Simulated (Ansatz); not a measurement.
BeCdO2 (model structure, started from the ScAlN2 type, P3m1, No. 156, 4 atoms in the cell): properties by level of theory

```json
[
 {"level (code)": "LDA (Ansatz)", "equilibrium lattice constant a (Å)": "2.990", "c axis length (Å)": "5.395", "bulk modulus (GPa)": "131", "cohesive energy (eV/atom)": "5.17", "band gap (eV)": "0.82"},
 {"level (code)": "PBE (Ansatz)", "equilibrium lattice constant a (Å)": "3.087", "c axis length (Å)": "5.481", "bulk modulus (GPa)": "107", "cohesive energy (eV/atom)": "4.22", "band gap (eV)": "0.82"},
 {"level (code)": "PBEsol (Ansatz)", "equilibrium lattice constant a (Å)": "3.034", "c axis length (Å)": "5.439", "bulk modulus (GPa)": "119", "cohesive energy (eV/atom)": "4.60", "band gap (eV)": "0.77"},
 {"level (code)": "r²SCAN (Ansatz)", "equilibrium lattice constant a (Å)": "3.050", "c axis length (Å)": "5.442", "bulk modulus (GPa)": "120", "cohesive energy (eV/atom)": "4.38", "band gap (eV)": "1.27"}
]
```

Computed values are for a static lattice. Spin–orbit coupling is included only where a level's name says +SOC; with heavier elements it mostly lowers gaps and can invert bands.  Each level is taken at its own relaxed cell. Cutoffs differ between the levels. Ansatz's density-functional and Hartree–Fock values are scalar-relativistic unless marked +SOC, with PAW data made under PBE.

Caveats: the bulk modulus is −V dP/dV from two relaxed cells at ±2 % in volume (LDA, PBE, PBEsol, r²SCAN). Ansatz's density-functional and Hartree–Fock values are scalar-relativistic unless marked +SOC, with PAW data made under PBE.

Free atoms are spin-polarised, in the lowest state found; at levels without +SOC their spin–orbit coupling is left out.

Computed values are for the static lattice.

A model structure was made by putting elements into a prototype or built by hand; it is no filed structure, need not be a known phase, and can be a saddle point held by its symmetry.

Ansatz is a quantum-chemistry and plane-wave program.
